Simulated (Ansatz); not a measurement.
We consider CsCl-type ScCu, described by r²SCAN-D4 (PAW; Ansatz, an electronic-structure program).

Settings: plane-wave cutoff 500 eV, 18×18×18 k mesh, Fermi–Dirac smearing 0.1 eV, no spin polarisation, scalar-relativistic PAW data made under PBE.

Computed at the level's own relaxed cell.

Question: What does this level give for the equilibrium volume per atom and lattice parameter a?

Answer: 
equilibrium volume per atom: 16.76 Å³/atom
lattice parameter a: 3.224 Å

The run finds no gap.

Computed values are for the static lattice.

The result took very roughly 50 core-seconds.
